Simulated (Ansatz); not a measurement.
## ZnS: response to strain

Base system: ZnS in the zinc blende structure (space group F-43m, No. 216; a = 5.389 Å). Axes: x, y, z lie along the cube axes.

Strains are applied to the cell and any free atomic positions relax.

Level of theory: r2SCAN (Ansatz, a program for electronic structure), no spin-orbit coupling.

Notes on the quantities. energy relative to the base: free energy F; pressure: mean of the normal stresses, compression positive.

```tsv
case	band gap	volume per atom	energy relative to the base	pressure
base	2.70 eV	19.56 Å³	0 meV/atom	0.00 GPa
uniaxial strain ε_zz = +0.50 %	2.67 eV	19.66 Å³	+0.2 meV/atom	-0.39 GPa
uniaxial strain ε_zz = +1.00 %	2.64 eV	19.76 Å³	+0.7 meV/atom	-0.77 GPa
uniaxial strain ε_zz = +1.50 %	2.62 eV	19.86 Å³	+1.5 meV/atom	-1.14 GPa
uniaxial strain ε_zz = +2.00 %	2.59 eV	19.96 Å³	+2.6 meV/atom	-1.50 GPa
uniaxial strain ε_zz = +2.50 %	2.56 eV	20.05 Å³	…	-1.85 GPa
uniaxial strain ε_zz = +3.00 %	2.53 eV	20.15 Å³	+5.8 meV/atom	…
```

Problem. What belongs in the blanks?

Solution. 
- uniaxial strain ε_zz = +2.50 %, energy relative to the base: +4.0 meV/atom
- uniaxial strain ε_zz = +3.00 %, pressure: -2.20 GPa

Stability against distortions was not tested.
